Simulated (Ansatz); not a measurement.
Li3HO (model structure, started from the Li3OCl type, Pm-3m, No. 221, 5 atoms in the cell), treated with G0W0@PBEsol in Ansatz (plane waves, hard PAW, contour deformation, complete-basis limit).

Numerical settings: largest k mesh 8×8×8 (not extrapolated in the mesh).

Cell (relaxed with PBEsol):

```
CELL_PARAMETERS angstrom
      3.69641     0.00000     0.00000
      0.00000     3.69641     0.00000
      0.00000     0.00000     3.69641
ATOMIC_POSITIONS crystal
  Li 0.00000 0.50000 0.50000
  Li 0.50000 0.00000 0.50000
  Li 0.50000 0.50000 0.00000
  H  0.00000 0.00000 0.00000
  O  0.50000 0.50000 0.50000
```

**Question.** Predict the band gap.

**Answer.** 
* **band gap**: 5.26 eV (indirect)

Note: the relaxation could raise the start's symmetry but not lower it, so the cell can be a saddle point; the gap holds a correction of +0.44 eV to the complete basis.

Computed values are for the static lattice.

A model structure was made by putting elements into a prototype or built by hand; it is no filed structure, need not be a known phase, and can be a saddle point held by its symmetry.

Ansatz is a quantum-chemistry and plane-wave program.
